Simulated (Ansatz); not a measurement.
The starting structures come from a database of crystals and need not be the phases stable at ambient conditions.

The decay constant κ of evanescent states in the gap governs leakage through a thin film.

```yaml
crystal:
  lattice:
    - [7.05047, 0.00000, 0.00000]
    - [-3.52523, 6.10589, 0.00000]
    - [0.00000, 0.00000, 6.20551]
  atoms:
    - { symbol: Hg, position: [0.33333, 0.66667, 0.47868] }
    - { symbol: Hg, position: [0.00000, 0.00000, 0.47748] }
    - { symbol: Hg, position: [0.66667, 0.33333, 0.47689] }
    - { symbol: Br, position: [0.66643, 0.66678, 0.22063] }
    - { symbol: Br, position: [0.33322, 0.99964, 0.22063] }
    - { symbol: Br, position: [0.00036, 0.33357, 0.22063] }
    - { symbol: Br, position: [0.33345, 0.33310, 0.73473] }
    - { symbol: Br, position: [0.66690, 0.00035, 0.73473] }
    - { symbol: Br, position: [0.99965, 0.66655, 0.73473] }
```

Space group of this cell: P3. The cell was relaxed by PBE-D3(BJ).

Transport runs along the normal of the first two printed cell vectors, the (001) plane of the conventional cell.

The gap is the functional's own. No spin-orbit coupling. Mid-gap values are interpolated on the energy grid.

Task: Compute, with r2SCAN (Ansatz, a first-principles code), the band gap and the smallest decay constant κ at mid-gap.

Result: Gap 1.96 eV on a 6×6×6 mesh; κ = 0.189 1/Å, at the zone centre.
